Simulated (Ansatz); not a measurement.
Structures of equal composition on the (000-1) surface of 4H silicon carbide (C plane on top): (√3x√3)R30° Sb adatom at H3; (√3x√3)R30° Sb adatom at T4. The slabs share one bottom face, and each structure is named by its start. These are constructed structures in small cells; real faces may alloy, dewet or reconstruct in larger ones, and not all known structures of the face are among them. Slabs of about 11 Å with all that they carry, Fermi-Dirac smearing of 0.025 eV. Bottom of the slabs: H caps. Relaxed from the named starts with such symmetry as they have, on meshes of like density; energies extrapolated to zero smearing; no spin-orbit coupling, no U. Spin-polarised runs, if any, are marked in brackets, and their order is one that fits the cell; the others ran without spin. Where a second, spin-polarised start was run, the lower counts.

Host crystal: 4H silicon carbide, with a band gap (PBE, scalar-relativistic without spin-orbit coupling).

Level of theory: r2SCAN, at the PBE geometry (plane waves to 500 eV, PAW; Ansatz, a first-principles code).

Problem. Put the candidates in order of energy per 1x1 cell, lowest first, for r2SCAN, at the PBE geometry.

Solution. (√3x√3)R30° Sb adatom at T4 (0.000 eV, gap 2.56 eV on the mesh), (√3x√3)R30° Sb adatom at H3 (0.080 eV, gap 2.03 eV on the mesh)
